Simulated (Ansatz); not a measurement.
CuI, pressure series

The reference is CuI (space group P4/nmm, No. 129; a = 4.054 Å, c = 6.350 Å; a cell from a computed database, its experimental status unchecked; layered, stacked along the Cartesian z axis).

Cell and atoms are relaxed at each pressure.

All numbers come from r2SCAN+rVV10/PAW in Ansatz (a program for electronic structure), no spin-orbit coupling, earlier PAW set.

```tsv
change	lattice parameter a	electron mass	width of the top valence band	band gap
base	4.054 Å	0.24 mₑ along c, 0.22 mₑ across (at Γ)	1.14 eV	2.01 eV
pressure −1 GPa	4.093 Å	0.24 mₑ (at Γ)	1.00 eV	2.02 eV
pressure 0.3 GPa	4.044 Å	0.24 mₑ along c, 0.22 mₑ across (at Γ)	1.16 eV	2.01 eV
pressure 0.7 GPa	4.032 Å	0.24 mₑ along c, 0.21 mₑ across (at Γ)	1.20 eV	2.02 eV
pressure 1.5 GPa	4.009 Å	0.24 mₑ along c, 0.21 mₑ across (at Γ)	1.27 eV	2.02 eV
pressure 3 GPa	3.972 Å	0.25 mₑ along c, 0.20 mₑ across (at Γ)	1.39 eV	2.04 eV
pressure 5 GPa	3.930 Å	0.26 mₑ along c, 0.19 mₑ across (at Γ)	1.52 eV	2.06 eV
pressure 7.5 GPa	3.886 Å	0.28 mₑ along c, 0.19 mₑ across (at Γ)	1.68 eV	2.09 eV
pressure 10 GPa	3.848 Å	–	1.82 eV	2.08 eV
```

Spin-orbit coupling, missing from the scalar runs, can matter with I. Load acts through the strain it causes; cell and atoms are relaxed under it. Masses are band curvatures over ±0.01 Å⁻¹ around the edge. No phonon test of stability was made. No other phases were tried under pressure. All final runs are without spin polarisation. This is not the structure that CuI has at room temperature and ambient pressure.
